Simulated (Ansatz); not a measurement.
CdS (P6_3mc) under hydrostatic pressure: hole mass along x by PBEsol with spin-orbit coupling, rigid bands (plane waves, PAW; Ansatz, a first-principles code). The unloaded cell, whose axes the loads refer to:

```yaml
crystal:
  lattice:
    - [4.12426, 0.00000, 0.00000]
    - [-2.06213, 3.57172, 0.00000]
    - [0.00000, 0.00000, 6.70920]
  atoms:
    - { symbol: Cd, position: [0.66667, 0.33333, 0.50020] }
    - { symbol: Cd, position: [0.33333, 0.66667, 0.00020] }
    - { symbol: S, position: [0.66667, 0.33333, 0.87680] }
    - { symbol: S, position: [0.33333, 0.66667, 0.37680] }
```

```csv
hydrostatic pressure (GPa),volume per atom (Å³),hole mass along x (mₑ)
-2,25.60,1.24
0,24.71,1.17
2,23.96,1.10
5,23.04,?
10,21.84,0.924
```

### Question
Fit a straight line to ln(hole mass along x) against the load over the rows given, and predict the row at 5 GPa.

### Answer
The means are x̄ = 2.500 GPa and ȳ = 0.0971; Σ(x − x̄)(y − ȳ) = -2.001 and Σ(x − x̄)² = 83.00, so the slope is -2.41 % per GPa, and the rows given lie within 1.4 % of the line. At 5 GPa the line gives 1.04 mₑ; the calculation gives 1.02 mₑ, 1.7 % from it.

Masses are for dilute carriers at 300 K, harmonic means over directions unless an axis is named. Stresses and pressures are the targets of the relaxation. The structure type is held at every load. Geometry: cell and atoms relaxed with PBEsol.
